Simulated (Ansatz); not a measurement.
## A constructed model of the (0001) surface of hcp Ru, a pseudomorphic layer of W in the other hollow (bottom of the slab: a bare face, its two planes held)

These are PBE (plane waves to 420 eV, PAW; Ansatz, an electronic-structure program) values and carry that method's errors.

Model: 7-atom slab, 13.5 Å thick at the start with caps and adatoms (thin: gaps and levels are the slab's own), 16x16x1 mesh, Fermi-Dirac 0.1 eV, dipole correction, 2 atoms held, the rest relaxed; symmetry of the start imposed; no spin, no spin-orbit, no U. In PBE it lies 0.06 eV a 1x1 cell over the lowest computed structure of the same composition (a pseudomorphic layer of W in the host's stacking).

The work function of the top face is 5.34 eV and the energy released by relaxation is 0.65 eV. The cost is very roughly 3 core-minutes.
